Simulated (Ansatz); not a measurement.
Checking a run of Ansatz (a quantum-chemistry and plane-wave program) on MoOs (P1, 2 atoms in the cell). The aim is a self-consistent single point with DFT, PBEsol, plane waves, default PAW files made with PBE.

Input as run:

Ansatz 0.2 input:
```yaml
crystal:
  lattice:
    - [2.781760, 0.000000, 0.000000]
    - [-1.390880, 2.409075, 0.000000]
    - [0.000000, 0.000000, 4.507060]
  atoms:
    - { symbol: Mo, position: [0.668275, 0.330615, 0.497434] }
    - { symbol: Os, position: [0.331725, 0.669385, 0.002566] }
basis:
  ecutwfc: 105.0
kpoints:
  mp_grid: { grid: [11, 11, 6] }
hamiltonian:
  xc: pbesol
  pseudopotentials: { kind: paw }
scf:
  occupations: { method: fermi_dirac, width: 0.1 }
output:
  forces: true
  eigenvalues: true
  stress: true
```

Output, abridged:

```
WARN basis.ecutwfc = 105 eV is below the records' recommended cutoff, and the density's cutoff is lower with it unless basis.ecutrho_ratio is high enough to …
   [... lines left out ...]
Pseudopotential: Os, paw, valence charge 16
Crystal: 2 atoms, lattice volume = 30.204 Å³
Basis set: ecut = 105 eV, 73 PW (Γ), exchange–correlation on 20×20×32 points (8 copies of the dense FFT grid, shifted against one another)
Bands: 19, of which v1, the nominal top of the filled ones, is band 15 counted from 1 (14 counted from 0)
Symmetry: 1 space group operations
Space group: P1 (ITA 1), of the structure as read, at distance tolerance 3.1e-5 Å
k-points: 364 of 726 (time reversal used)
PAW frozen core: Mo, regenerated for the run's functional, and the local potential with it
PAW frozen core: Os, regenerated for the run's functional, and the local potential with it
Initial density: superposition of atomic densities (neutral atoms: chi_scale 0, normalization atom), corrected by the library's trained network
Initial wavefunctions: pseudopotential atomic-orbital guess
Eigensolver: davidson
Functional: x = pbesol(κ = 0.804, μ = 0.12345679012345678), c = pbesol(β = 0.046)
SCF iter   1: F=—  HF=-16003.767751 eV  |F-HF|=—  |Δ(HF+E_count)|=         —  Δρ=5.54e-1  dr2=7.22e1  ethr=1.77e-3  ⟨swp⟩=2.0  Hψ=27178  notcnv=0
all-band conjugate gradients solve this SCF's bands
preconditioner: auto → none
SCF iter   2: F=—  HF=-15977.322140 eV  |F-HF|=—  |Δ(HF+E_count)|=    2.64e1  Δρ=3.62e-1  dr2=3.28e1  ethr=1.77e-3  ⟨swp⟩=2.0  Hψ=16747  notcnv=0
   [... lines left out ...]
SCF iter   7: F=—  HF=-15956.223761 eV  |F-HF|=—  |Δ(HF+E_count)|=   2.85e-4  Δρ=3.82e-4  dr2=3.68e-5  ethr=7.43e-6  ⟨swp⟩=2.0  Hψ=9027  notcnv=0
SCF iter   8: F=—  HF=-15956.220531 eV  |F-HF|=—  |Δ(HF+E_count)|=   3.23e-3  Δρ=1.00e-4  dr2=2.46e-6  ethr=1.23e-7  ⟨swp⟩=2.3  Hψ=9983  notcnv=0
SCF iter   9: F=-15956.220530 eV  HF=-15956.220530 eV  |F-HF|=1.13e-8  |Δ(HF+E_count)|=   3.76e-7  Δρ=1.46e-5  dr2=3.54e-8  ethr=3.33e-10  ⟨swp⟩=3.6  Hψ=26338  notcnv=0
SCF 1 converged in 9 iterations: F = -15956.220530 eV  dr2 = 3.54e-8
Free energy (F): -15956.220530 eV
Internal energy: -15956.185010 eV  (E = F + TS)
E sigma→0 (E₀):  -15956.202770 eV
Entropy (-TS):   -0.035520 eV (-17.760 meV/atom)
Fermi energy:    26.316608 eV
--- Forces (eV/Å), atoms counted from 1 ---
  atom   1  Mo    -0.06120202     0.04393986     0.88085543
  atom   2  Os     0.06117113    -0.04392017    -0.88067065
--- Stress (GPa, compression-positive) ---
      193.942654       1.010101       0.359319
        1.010101     195.537228      -0.294824
        0.359319      -0.294823     136.028931
  P = ⅓ Tr σ = 175.1696 GPa (1751.696 kbar)
  The stress holds the Pulay correction. Without it, at fixed plane waves, as pw.x and ABINIT print it: P = -2018.1818 GPa
```

Question: Is anything amiss in this input, and did it matter?

Answer: The run is not sound. The fault is a basis or grid far too coarse for these potentials. The error of an incomplete plane-wave basis or grid does not cancel at such settings. To fix it, restore the cutoff that the potentials need and check convergence. The run converged in 9 iterations without an error; against the sound input the free energy goes up by 96.1 eV/atom, the pressure goes from -11.06 to 175.2 GPa and the largest force goes from 0.103 to 0.884 eV/Å. At a fixed set of plane waves, without the program's Pulay estimate, the pressure is -2018.18 GPa against -11.10 GPa.

The sound input it was made from differs as follows (other fixes are possible):
```diff
-basis:
-  ecutwfc: 105.0
```

With that input, the run converged in 7 iterations: free energy E − TS (on the zero of these files) -16148.3600 eV; Fermi level (on the code's own zero) 22.23 eV; pressure -11.06 GPa; largest force (vector length) 0.103 eV/Å (DFT, PBEsol, plane waves, default PAW files made with PBE).

On the sound input: the starting cell comes from a database of computed structures (which also holds hypothetical and non-ambient phases and stackings), without a prior relaxation at this level. Its atoms were displaced at random from the sites of space group no. 187. Spin-orbit coupling is off. Spin polarisation is off. With a pressure of about -11 GPa the cell is away from its equilibrium volume at this level. Ansatz's pressure includes its estimate of the finite-basis (Pulay) stress.
